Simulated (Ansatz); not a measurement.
An Ansatz (a quantum-chemistry and plane-wave program) input (r2SCAN, PAW, 500 eV (Ansatz; no spin-orbit coupling)):

Ansatz 0.2 input:
```yaml
crystal:
  lattice:
    - [2.8826791448, 0, 0]
    - [1.4413395724, 2.4964733704, 0]
    - [1.4413395724, -0.8321577901, 2.2817586304]
  atoms:
    - { symbol: Al, position: [0, 0, 0] }
basis: { ecutwfc: 500, ecutrho_ratio: 4, xc_grid: 4, fft_grid_basis: typed }
kpoints: { mp_grid: { grid: [28, 28, 28] } }
hamiltonian:
  xc: r2scan
  dispersion: none
  pseudopotentials: { kind: paw }
scf: { occupations: { method: fermi_dirac, width: 0.1 } }
relax: { f_tol: 0.005, max_steps: 50, cell: { stress_tol: 0.01, fix: [a, b, gamma] } }
output: { forces: true, stress: true }
checkpoint: { write: state.ck, write_every: 1000 }
```

Question: Which symmetry and how many k-points will the program report, and about how many plane waves at Γ?

Answer: Space group R-3m (ITA 166) with 12 operations, k-points 2045 of 21952, and 411 plane waves at Γ.

Question: And the final pressure?

Answer: -1.90 GPa (compression positive).

The cells carry an imposed strain or load. Whether these cells are dynamically stable was not tested. The cell was made from Al in the fcc (Cu type) structure (space group Fm-3m, No. 225) by this change: biaxial strain +2.08 %, plane normal [111], relaxed out of plane.
